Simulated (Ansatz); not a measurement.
Take MgS in the rock salt structure (space group Fm-3m, No. 225; a = 5.230 Å) as the base.

(Cell as relaxed with PBE.)

Levels (all Ansatz, a quantum-chemistry and plane-wave program, PAW, earlier PAW set): PBE (420 eV, scalar-relativistic without spin-orbit coupling); r2SCAN (500 eV, no spin-orbit coupling).

Each level relaxes its own structure.

| quantity | PBE | r2SCAN |
|---|---|---|
| volume per atom | 17.88 Å³ | 17.63 Å³ |
| lattice parameter a | 5.230 Å | 5.205 Å |
| band gap | 2.76 eV | 3.47 eV |
| gap character | indirect, Γ → X | indirect, Γ → X |
| electron mass | 0.52 mₑ along k, 0.29 mₑ across | 0.51 mₑ along k, 0.30 mₑ across |
| hole mass (degenerate bands, along [100]) | 0.25, 0.97, 0.97 mₑ | 0.28, 0.93, 0.93 mₑ |

PBE's volume per atom lies 0.25 Å³ above r2SCAN's (1.4 %); PBE's lattice parameter a lies 0.0245 Å above r2SCAN's (0.5 %); PBE's band gap lies 0.71 eV below r2SCAN's; the two agree on the gap character. Neither level is exact; r2SCAN is the comparison here, not a measurement.

Masses are band curvatures over ±0.01 Å⁻¹ around the edge. Along k means along the line from Γ to the band edge. Stability against distortions was not tested.
